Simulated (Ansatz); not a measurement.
The starting structures come from a database of crystals and need not be the phases stable at ambient conditions.

Tunnelling through a barrier is set by its complex band structure: the current falls as exp(−2κd) with the smallest κ.

Given:

```
La4Ti3O12
1.0
    5.60216     0.00000     0.00000
   -2.80108     8.93758     0.00000
    2.80108     0.87787     4.77153
La Ti O
4 3 12
Direct
  0.26852   0.40278   0.86574
  0.73148   0.59722   0.13426
  0.57478   0.86217   0.71261
  0.42522   0.13783   0.28739
  0.00000   0.00000   0.00000
  0.84875   0.27312   0.57563
  0.15125   0.72688   0.42437
  0.81410   0.36663   0.30248
  0.18590   0.63337   0.69752
  0.66911   0.36663   0.88342
  0.33089   0.63337   0.11658
  0.25005   0.36663   0.44747
  0.74995   0.63337   0.55253
  0.14784   0.87630   0.14332
  0.85216   0.12370   0.85668
  0.01962   0.87630   0.70884
  0.98038   0.12370   0.29116
  0.58514   0.87630   0.27154
  0.41486   0.12370   0.72846
```

Space group of this cell: R-3. The cell is taken as given; by r2SCAN its mean pressure is -3.5 GPa.

Transport runs along the normal of the first two printed cell vectors, the (101) plane of the conventional cell.

The gap is the functional's own, uncorrected, and κ follows it; spin-orbit coupling is left out. Mid-gap values are interpolated between the computed energies.

Task: Predict the band gap and the smallest decay constant κ at mid-gap from r2SCAN in Ansatz (a first-principles code).

Result: Gap 3.35 eV on a 8×8×8 mesh; κ = 0.399 1/Å, at the zone centre.
